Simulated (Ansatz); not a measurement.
Take AlCo in the CsCl type structure (space group Pm-3m, No. 221; a = 2.824 Å; weakly magnetic (sensitive to the mesh)) as the base. Axes: x, y, z lie along the cube axes.

Calculations: plane-wave PAW DFT at the r2SCAN level (Ansatz, a program for electronic structure, 500 eV), without spin-orbit coupling.

Strains are applied to the cell and any free atomic positions relax; under biaxial strain the out-of-plane vector relaxes too.

One change was made to it. Results:

The energy rises by 12 meV/atom; the pressure goes from zero to -7.5 GPa.

What was done to the base?
(A) uniaxial strain ε_yy = −0.38 %
(B) biaxial strain +1.85 %, plane normal [111], relaxed out of plane
(C) biaxial strain +1.72 %, plane normal [111], relaxed out of plane
(D) isotropic strain +1.41 %

D, isotropic strain +1.41 %. For comparison, the pressure in the other runs: biaxial strain +1.72 %, plane normal [111], relaxed out of plane gives -4.9 GPa; biaxial strain +1.85 %, plane normal [111], relaxed out of plane gives -5.3 GPa; uniaxial strain ε_yy = −0.38 % gives 0.8 GPa.

The magnetic state is the one reached from the starting moments; the real material's order can differ, and small cells can't hold many antiferromagnetic ones. Without a gap, meshes like the base's 16×16×16 leave anisotropic stresses uncertain by several tenths of a GPa, and small strain energies with them. Whether these cells are dynamically stable was not tested. Seeded moments were not kept for the base and uniaxial strain ε_yy = −0.38 %.
